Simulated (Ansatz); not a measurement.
Cells marked so need not be the phases stable at ambient conditions, and some may be hypothetical.

By PBEsol, each system below comes out a metal.

G/A = (e²/h) × open channels of both spins per area, as a mean over 0.1 eV about the Fermi level, without spin-orbit coupling, for the cells as given.

A. Ag (R-3m, not sure to be the ambient phase, 3 atoms a cell, 18.1 Å³ an atom, -7 GPa at this level), current normal to (110)
B. LaC2 (I4/mmm, not sure to be the ambient phase, 3 atoms a cell, 17.1 Å³ an atom, -3 GPa at this level), current normal to (100)
C. SrSi2 (I4_1/amd, not sure to be the ambient phase, 6 atoms a cell, 22.7 Å³ an atom, -2 GPa at this level), current normal to (100)
D. AlCu₃ (Fm-3m, not sure to be the ambient phase, 4 atoms a cell, 12.0 Å³ an atom), current normal to (111)

Rank these by ballistic conductance per area (lowest first), as PBEsol in Ansatz (a program for electronic structure) gives it.

C (0.31 × 10¹⁵ S/m²), B (0.57 × 10¹⁵ S/m²), A (0.90 × 10¹⁵ S/m²), D (1.1 × 10¹⁵ S/m²)
